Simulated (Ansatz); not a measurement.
## Quick settings and what they miss: a (001) slab of Nb (cut from a parent of space group no. 229; 4 atoms in the cell)

Self-consistent single point.

```
CELL_PARAMETERS angstrom
      3.38431     0.00000     0.00000
      0.00000     3.38431     0.00000
      0.00000     0.00000    14.97640
ATOMIC_POSITIONS crystal
  Nb 0.00000 0.00000 0.44462
  Nb 0.50000 0.50000 0.33386
  Nb 0.00000 0.00000 0.66614
  Nb 0.50000 0.50000 0.55538
```

Method of the run: LDA (PW92), PAW files made with PBE (plane waves; Ansatz, a program for electronic structure).

Base settings: basis.ecutwfc = 420 eV; kpoints.mp_grid.grid = 13 13 1; hamiltonian.xc = lda; hamiltonian.pseudopotentials = {kind: paw} (the program's default PAW files); scf.occupations.method = cold; scf.occupations.width = 0.1 eV.

Tight run (finer mesh or higher cutoff; not a proven limit): basis.ecutwfc: 420 eV → 590 eV; kpoints.mp_grid.grid: 13 13 1 → 18 18 1; scf.convergence.dr2_threshold: default (1e-07 eV) → 1e-09 eV. It gave Fermi level (on the code's own zero) 5.49 eV; pressure averaged over the cell with its vacuum -10.64 GPa; largest force (vector length) 1.836 eV/Å.

Quick runs, as changes from the base:
- A: the base itself
- B: basis.ecutwfc: 420 eV → 250 eV; kpoints.mp_grid.grid: 13 13 1 → 1 1 1
- C: basis.ecutwfc: 420 eV → 250 eV; kpoints.mp_grid.grid: 13 13 1 → 3 3 1; scf.occupations.method: cold → methfessel_paxton; scf.occupations.width: 0.1 eV → 0.272 eV
- D: basis.ecutwfc: 420 eV → 250 eV; kpoints.mp_grid.grid: 13 13 1 → 6 6 1
- E: basis.ecutwfc: 420 eV → 295 eV; kpoints.mp_grid.grid: 13 13 1 → 4 4 1
- F: basis.ecutwfc: 420 eV → 335 eV; kpoints.mp_grid.grid: 13 13 1 → 6 6 1; scf.occupations.method: cold → methfessel_paxton; scf.occupations.width: 0.1 eV → 0.2 eV

Energies are extrapolated to zero smearing width, which holds to low order in the width alone.

The count of work is k-points × plane waves × bands × iterations; it is no time. 

The starting cell comes from a database of computed structures (which also holds hypothetical and non-ambient phases and stackings), without a prior relaxation at this level. The slab is cut from that crystal, and its faces are unrelaxed. Its lattice was rescaled in the plane by a random factor within 2.5 % of one. Spin polarisation is off. In the base run, forces exceed 1 eV/Å.

```tsv
run	energy less tight (meV/atom)	largest miss in a force vector (eV/Å)	count of work / tight
A	-0.5	0.021	0.25
B	-472.7	4.071	0.0076
C	333.1	0.242	0.015
D	289.2	0.054	0.047
E	23.8	0.201	0.036
F	9.2	0.056	0.071
```

Among the runs at the tight run's level, the energy misses run from 0.5 to 472.7 meV/atom.

Keys are those of Ansatz 0.2.
